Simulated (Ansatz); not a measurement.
## Eu under a change: Eu → Mg

Consider Eu in the bcc (W type) structure (space group Im-3m, No. 229; a = 4.236 Å; ferromagnetic).

The change: every Eu is replaced by Mg, then cell and atoms are relaxed.

The values are results of plane-wave PAW DFT at the PBEsol level (Ansatz, a first-principles code, 420 eV), scalar-relativistic without spin-orbit coupling, not measurements. Settings: 18×18×18 k-points, 0.05 eV Fermi–Dirac smearing, for the changed cell.

```tsv
quantity	base	changed	shift
volume per atom	38.01 Å³	22.49 Å³	-15.52 Å³
density	6.64 g/cm³	1.79 g/cm³	-4.845 g/cm³
lattice parameter a	4.236 Å	3.556 Å	-0.680 Å
space group	Im-3m (No. 229)	Im-3m (No. 229)	–
band gap	zero	zero	–
```

Other magnetic orders, which the real material may have, were not ruled out. The state of the 4f shell was not checked for lower solutions. No phonon test of stability was made. For Mg in this form, whether it has been made was not checked. This is not the structure that Mg has at room temperature and ambient pressure.
